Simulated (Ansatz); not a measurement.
## Carrier properties of InP (R3m)

Given:

```xyz
2
Lattice="0.0677 2.9885 2.9885 2.9885 0.0677 2.9885 2.9885 2.9885 0.0677" Properties=species:S:1:pos:R:3 pbc="T T T"
In     0.0107     0.0107     0.0107
P      1.5005     1.5005     1.5005
```

Method: r2SCAN with spin-orbit coupling, rigid bands (plane waves, PAW; Ansatz, a first-principles code). Condition of this run: uniaxial stress along [111] of -3 GPa (compression positive) (the target of the relaxation). Geometry: cell and atoms relaxed with PBEsol, then loaded as said.

- band gap: 0.89 eV
- electron conductivity mass (300 K, dilute): 0.083 mₑ
- hole conductivity mass (300 K, dilute): 0.47 mₑ
- effective density of states N_c (300 K): 5.6e17 cm⁻³
- effective density of states N_v (300 K): 1.2e19 cm⁻³
- density-of-states mass, electrons: 0.080 mₑ
- density-of-states mass, holes: 0.60 mₑ
- Seebeck coefficient, n-type 1e19 cm⁻³, 300 K: -56 μV/K
- Seebeck coefficient, p-type 1e19 cm⁻³, 300 K: 287 μV/K

Rigid bands; masses and Seebeck coefficients take one relaxation time τ for all states and one kind of carrier; polarons and phonon drag are left out. Geometry: cell and atoms relaxed with PBEsol.
